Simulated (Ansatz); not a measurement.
## Pressure series in hypothetical anti-perovskite Mg3PbO

The reference is Mg$_{3}$PbO in the anti-perovskite structure (space group Pm-3m, No. 221; a hypothetical phase, not in the database extracts checked).

Space group Pm-3m (No. 221); a = b = c = 4.434 Å, α = β = γ = 90.00°

```tsv
atom	site	symmetry	x	y	z
Mg	3c	4/mm.m	0.0000	0.5000	0.5000
Pb	1a	m-3m	0.0000	0.0000	0.0000
O	1b	m-3m	0.5000	0.5000	0.5000
```

Cell and atoms are relaxed at each pressure.

Calculations: PBE (Ansatz, a first-principles code; PAW; 420 eV plane waves; without spin-orbit coupling).

Notes on the quantities. enthalpy: H = E + PV relative to the base's energy.

| change | volume per atom | enthalpy |
|---|---|---|
| base | 17.44 Å³ | – |
| pressure −2 GPa | 18.03 Å³ | -0.22 eV/atom |
| pressure −1 GPa | ? | -0.11 eV/atom |
| pressure 0.3 GPa | 17.36 Å³ | +0.03 eV/atom |
| pressure 0.7 GPa | 17.25 Å³ | +0.08 eV/atom |
| pressure 1.5 GPa | 17.05 Å³ | +0.16 eV/atom |
| pressure 3 GPa | 16.70 Å³ | +0.32 eV/atom |
| pressure 5 GPa | ? | +0.53 eV/atom |
| pressure 7.5 GPa | 15.84 Å³ | +0.78 eV/atom |
| pressure 10 GPa | 15.45 Å³ | +1.02 eV/atom |

**Question.** Fill in the withheld entries from the trend.

**Answer.** 
- pressure −1 GPa, volume per atom: 17.72 Å³
- pressure 5 GPa, volume per atom: 16.29 Å³

Load acts through the strain it causes; cell and atoms are relaxed under it. Stability against distortions was not tested. No other phases were tried under pressure. All final runs are without spin polarisation.
